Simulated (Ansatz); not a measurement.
# GaN, response to strain

Take GaN in the zinc blende structure (space group F-43m, No. 216) as the base.

```cif
data_Ga4N4
_chemical_formula_sum 'Ga4 N4'
_space_group_name_H-M_alt 'F-43m'
_space_group_IT_number 216
_space_group_name_Hall 'F -4 2 3'
_cell_length_a 4.49808
_cell_length_b 4.49808
_cell_length_c 4.49808
_cell_angle_alpha 90.000
_cell_angle_beta 90.000
_cell_angle_gamma 90.000
loop_
_atom_site_label
_atom_site_type_symbol
_atom_site_symmetry_multiplicity
_atom_site_Wyckoff_symbol
_atom_site_fract_x
_atom_site_fract_y
_atom_site_fract_z
_atom_site_occupancy
Ga1 Ga 4 a 0.00000 0.00000 0.00000 1
N1 N 4 d 0.75000 0.75000 0.75000 1
```
(The calculation used a cell of 2 atoms; values per cell refer to that cell.)

Strains are applied to the cell and any free atomic positions relax.

Method: Kohn–Sham DFT with the PBEsol functional, run in Ansatz (a first-principles code) with PAW and 420 eV plane waves, scalar-relativistic without spin-orbit coupling.

Candidates:
(a) isotropic strain +2.00 %
(b) isotropic strain +1.50 %
(c) isotropic strain −0.50 %

Notes on the quantities. energy relative to the base: free energy F.

**Question.** Order them by energy relative to the base, highest first.

**Answer.** (a) isotropic strain +2.00 % (+22 meV/atom), (b) isotropic strain +1.50 % (+13 meV/atom), (c) isotropic strain −0.50 % (+1.5 meV/atom)

No phonon test of stability was made. This is not the structure that GaN has at room temperature and ambient pressure.
